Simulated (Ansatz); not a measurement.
## Effective masses and thermopower of monolayer PtS2

Consider the following.

```
PtS2
1.0
    3.57492     0.00000     0.00000
   -1.78746     3.09597     0.00000
    0.00000     0.00000    18.79264
Pt S
1 2
Direct
  0.00000   0.00000   0.50000
  0.33333   0.66667   0.56537
  0.66667   0.33333   0.43463
```

Computed with HSE06, rigid bands (plane waves, PAW, scalar-relativistic; Ansatz, a quantum-chemistry and plane-wave program). Geometry: cell and atoms relaxed with PBE.

- band gap = 2.58 eV
- electron conductivity mass (300 K, dilute) = 0.39 mₑ
- effective density of states N_c (300 K) = 2.8e13 cm⁻²
- Seebeck coefficient, n-type 1.9e12 cm⁻², 300 K = -399 μV/K

Rigid bands; masses and Seebeck coefficients take one relaxation time τ for all states and one kind of carrier; polarons and phonon drag are left out. Spin-orbit coupling is left out; with 5d elements it also splits d-like band edges. Geometry: cell and atoms relaxed with PBE.

Model free-standing layer, not matched to a measured one here: monolayer PtS2.
